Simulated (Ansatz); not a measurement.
Substrate model: Si(111) 1x1 surface, 6 top atoms, 3 bilayers, bottom bilayer H-capped and fixed, every top atom capped by H; cell 11.5 x 6.6 Å; two neighbouring H replaced by SH; about 7 Å thick over the host's atoms, 18 atoms held. Calculation: PBE-D3(BJ) (plane waves to 420 eV, PAW; Ansatz, an electronic-structure program). Sampling: 1x2x1 k points. The slab states were run without spin polarisation. Results hold for this slab, coverage and mesh. All energies are electronic energies at 0 K, without vibrations. Each state was relaxed from one prepared geometry.

End state of this step: H2S attacks the fragment of GeH4 (twice exchanged) and H2 forms. Atoms near the product:

```csv
atom,x (Å),y (Å),z (Å)
H(44),7.679,6.671,11.028
S(46),5.811,3.640,11.623
Ge(a0),3.811,9.946,12.608
H(a2),6.825,5.975,13.378
H(a4),3.840,10.970,13.762
S(c0),3.679,7.857,13.427
H(c1),7.092,6.342,13.979
H(c2),5.022,7.758,13.576
```

### Question
What energy does it take to move H2 into the gas, one a cell, with the surface relaxed behind it, and what are its closest contacts before it leaves?

### Answer
0.08 eV. Its closest contacts to the rest of the cell: H(c1)...H(c2) 2.54 Å, H(a2)...H(c2) 2.54 Å, H(a2)...H(44) 2.60 Å.
